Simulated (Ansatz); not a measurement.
Defect: interstitial Cu in wurtzite ZnO, charge state +1. The step: several atoms move together, Cu the farthest (a rearrangement that moves the defect's centre by under 1 Å); the atom moves 1.58 Å along (0.48, 0.48, 0.00) of the unit cell; the moving atom starts with neighbours O at 1.81, O at 1.85; Zn at 2.30 Å and ends with O at 1.81, O at 1.85; Zn at 2.30 Å. DFT values are from Ansatz (plane-wave PAW, 420 eV unless said) in a cell of 72 host sites, spin-restricted, static, with no finite-size correction. The charge state is imposed; whether it is stable for some Fermi level was not computed. Sites that were not tried may lie lower. For the PBE band: the saddle point's order was not checked, and it lies on a symmetry element of the cell, where a band can be held.

```
Level                                                                      Forward barrier (eV)  Cost of the band or of the saddle's single point
-------------------------------------------------------------------------  --------------------  ------------------------------------------------
CHGNet universal potential (has no charge state), its own band                             0.32                                                 -
PBE, one k-point at (0.125, 0.250, 0.250), band relaxed                                    0.44                      very roughly 40 core-minutes
PBE, a 2×2×2 k-point mesh shifted by half a step along c, same geometries                  0.44                       very roughly 6 core-minutes
r2SCAN at 500 eV, one k-point at (0.125, 0.250, 0.250), same geometries                    0.49             about 3 core-minutes (a rough figure)
```

Ansatz is a first-principles code.
